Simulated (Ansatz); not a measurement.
An Ansatz (a first-principles code) run: TaAs with a change (x(N) = 0.667, 12 atoms, P1); r2SCAN (Ansatz; PAW; 500 eV plane waves; no spin-orbit coupling).

Input:

Ansatz 0.2 input:
```yaml
crystal:
  lattice:
    - [4.3879410714, 0, 0]
    - [0.0221521262, 5.9152308907, 0]
    - [2.1164748365, 2.6064208607, 6.1578846115]
  atoms:
    - { symbol: Ta, position: [0.7052894826, 0.9857291457, 0.6307612309] }
    - { symbol: Ta, position: [0.3328128825, 0.9896955957, 0.3195450857] }
    - { symbol: Ta, position: [0.9665699686, 0.0123801473, 0.0239140721] }
    - { symbol: Ta, position: [0.7309167908, 0.4708877317, 0.0268676387] }
    - { symbol: Ta, position: [0.4556132426, 0.5149520175, 0.6468821799] }
    - { symbol: Ta, position: [0.0645598697, 0.5215599774, 0.3399522507] }
    - { symbol: N, position: [0.8469004971, 0.1485512847, 0.2775551169] }
    - { symbol: N, position: [0.5259787542, 0.1756043918, 0.9729994332] }
    - { symbol: As, position: [0.2080072283, 0.1677994019, 0.6146536405] }
    - { symbol: N, position: [0.6063948941, 0.6665885777, 0.2861043286] }
    - { symbol: As, position: [0.2730037606, 0.6806795842, 0.9391713313] }
    - { symbol: N, position: [0.9519526288, 0.6735721443, 0.5855936915] }
basis: { ecutwfc: 500, ecutrho_ratio: 4, xc_grid: 4, fft_grid_basis: typed }
kpoints: { mp_grid: { grid: [8, 6, 6] } }
hamiltonian:
  xc: r2scan
  dispersion: none
  pseudopotentials: { kind: paw }
scf: { occupations: { method: fermi_dirac, width: 0.05 }, convergence: { dr2_threshold: 0.0000000012 } }
output: { forces: true, stress: true }
checkpoint: { write: state.ck, write_every: 1000 }
```

Output (explanatory and most iteration lines left out):

```
Pseudopotential: Ta, paw, valence charge 13
Pseudopotential: N, paw, valence charge 5
Pseudopotential: As, paw, valence charge 15
Crystal: 12 atoms, lattice volume = 159.832 Å³
Basis set: ecut = 500 eV, 4059 PW (Γ), exchange–correlation on 144×180×216 points (64 copies of the dense FFT grid, shifted against one another)
Bands: 76, of which v1, the nominal top of the filled ones, is band 64 counted from 1 (63 counted from 0)
Symmetry: 1 space group operations
Space group: P1 (ITA 1), of the structure as read, at distance tolerance 5.4e-5 Å
k-points: 148 of 288 (time reversal used)
Functional: x = r2scan, c = r2scan; τ floored in thin density (d = 2e-4 eV/Å³)
SCF iter   1: F=—  HF=-70941.669222 eV  |F-HF|=—  |Δ(HF+E_count)|=         —  Δρ=1.19e-2  dr2=2.49e-1  dr2_τ=4.09e-1  ethr=1.77e-3  ⟨swp⟩=6.4  Hψ=42819  notcnv=0  defer=129
SCF iter   2: F=—  HF=-70942.072928 eV  |F-HF|=—  |Δ(HF+E_count)|=   4.04e-1  Δρ=7.91e-3  dr2=7.89e-2  dr2_τ=4.72e-3  ethr=1.95e-4  ⟨swp⟩=2.6  Hψ=22942  notcnv=0  defer=424
SCF 1 converged in 11 iterations: F = -70942.090195 eV  dr2 = 1.19e-10
SCF converged after 11 iterations
Free energy (F): -70942.090195 eV
Internal energy: -70942.088601 eV  (E = F + TS)
E sigma→0 (E₀):  -70942.089398 eV
Entropy (-TS):   -0.001594 eV (-0.133 meV/atom)
Fermi energy:    18.311068 eV
--- Forces (eV/Å), atoms counted from 1 ---
  atom   1  Ta    -0.00183781    -0.00215614    -0.00092333
  atom   2  Ta    -0.00072982     0.00035745    -0.00095366
  atom   3  Ta    -0.00019392     0.00154056    -0.00173568
  atom   4  Ta     0.00068818     0.00015149     0.00015336
  atom   5  Ta    -0.00172081    -0.00041369    -0.00197159
  atom   6  Ta     0.00044223     0.00104361    -0.00041926
  atom   7  N      0.00082693    -0.00014392     0.00074751
  atom   8  N     -0.00029459     0.00067984     0.00306691
  atom   9  As     0.00097259     0.00049955     0.00177407
  atom  10  N      0.00050998    -0.00113611     0.00077268
  atom  11  As    -0.00068659    -0.00003033    -0.00010832
  atom  12  N      0.00202760    -0.00040426    -0.00041556
--- Stress (GPa, compression-positive) ---
        0.000215       0.000256       0.000973
        0.000257       0.001392       0.000653
        0.000975       0.000658       0.006257
  P = ⅓ Tr σ = 0.0026 GPa (0.026 kbar)
```

Each cell is one ordered arrangement of few atoms, which overstates ordering effects compared with a random alloy. Spin-orbit coupling, missing from the scalar runs, can matter with Ta. Stability against distortions was not tested. The cell was made from TaAs by this change: x(N) = 0.667, 12 atoms, P1.
